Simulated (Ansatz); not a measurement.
The parent structure is WSe$_{2}$ (space group P6_3/mmc, No. 194; a = 3.279 Å, c = 12.786 Å; layered, stacked along the Cartesian z axis). Axes: x lies along a and z along c of the hexagonal cell.

Computed with PBE-D3(BJ) (Ansatz, an electronic-structure program; PAW; 420 eV plane waves; scalar-relativistic without spin-orbit coupling).

Strains are applied to the cell and any free atomic positions relax; under biaxial strain the out-of-plane vector relaxes too.

One change was made to it. Results:

The band gap decreases by 0.01 eV, from 0.87 eV to 0.86 eV; the pressure (mean of the normal stresses, compression positive) goes from zero to -1.79 GPa; the valence-band top at Γ (three highest levels, from the VBM) changes from 0.00, -0.96, -1.20 eV to 0.00, -0.90, -1.11 eV.

Q: Which change produced these results?
A. biaxial strain +3.00 %, plane normal [001], relaxed out of plane
B. biaxial strain +2.40 %, plane normal [001], relaxed out of plane
C. biaxial strain +0.60 %, plane normal [001], relaxed out of plane
D. biaxial strain +1.20 %, plane normal [001], relaxed out of plane

A: D, biaxial strain +1.20 %, plane normal [001], relaxed out of plane. For comparison, the valence-band top at Γ in the other runs: biaxial strain +0.60 %, plane normal [001], relaxed out of plane gives 0.00, -0.93, -1.15 eV; biaxial strain +3.00 %, plane normal [001], relaxed out of plane gives 0.00, -0.80, -0.97 eV; biaxial strain +2.40 %, plane normal [001], relaxed out of plane gives 0.00, -0.84, -1.02 eV.

Spin-orbit coupling, missing from the scalar runs, can matter with W. No phonon test of stability was made.
